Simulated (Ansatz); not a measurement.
Ta₂O₅ (within 0.1 Å of Cmmm, No. 65, 7 atoms in the cell; start mp-1238961): band gap by level of theory

No measured value is used here.

```
level (code)              value (eV)
-------------------  ---------------
LDA (Ansatz)                     [?]
PBEsol+SOC (Ansatz)  2.14 (indirect)
r²SCAN+SOC (Ansatz)  2.65 (indirect)
PBE0 (Ansatz)                   4.40
r²SCAN0 (Ansatz)                4.73
```

Task: Some entries are withheld; supply them.

Result: 
- LDA (Ansatz, a first-principles code), value (eV): 2.10

Computed values are for a static lattice. Levels without +SOC have no spin–orbit coupling; where heavier elements are present it shifts gaps, mostly down, and can invert bands.  Values are at the PBEsol cell. Cutoffs and k meshes differ between the levels. Ansatz's density-functional and Hartree–Fock values are scalar-relativistic unless marked +SOC, with PAW data made under PBE.

A start named mp-… is a Materials Project structure, which need not be a measured phase.
